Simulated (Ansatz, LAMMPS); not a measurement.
**Random Si-Ge alloy, 5x5x5 cubic cells, lattice parameter by Vegard's rule**

Cell 28.73 × 28.73 × 28.73 Å, Si47Ge953, 1000 atoms. Prepared with LAMMPS with Tersoff's 1989 multicomponent potential (SiCGe.tersoff): minimisation. 

Calculation: PBE, support functions at accuracy medium on the grid of 370 eV (norm-conserving potentials; Ansatz, an electronic-structure program).

Basis: localised support functions (accuracy medium) on a full density matrix. k-points: zone centre alone; occupations: Fermi-Dirac, 0.020 eV; spin polarisation not allowed. Spin-orbit coupling is left out.

The energy over the perfect crystal(s), per atom is 4 meV/atom and the electronic character of the cell is no gap resolved at this smearing. The coordination (neighbours within 2.987 Å) comes out as 100.0 % 4-fold and the Ge-Ge bonds, mean ± spread is 2.493 ± 0.003 Å. The Ge-Si bonds, mean ± spread is 2.445 ± 0.003 Å, the Si-Si bonds, mean ± spread is 2.399 ± 0.005 Å and the bond angles, mean ± spread comes out as 109.5° ± 0.6°. The pressure is -0.01 GPa and the cost of the final run is very roughly 40 core-minutes, 11 SCF iterations, 20 GiB.
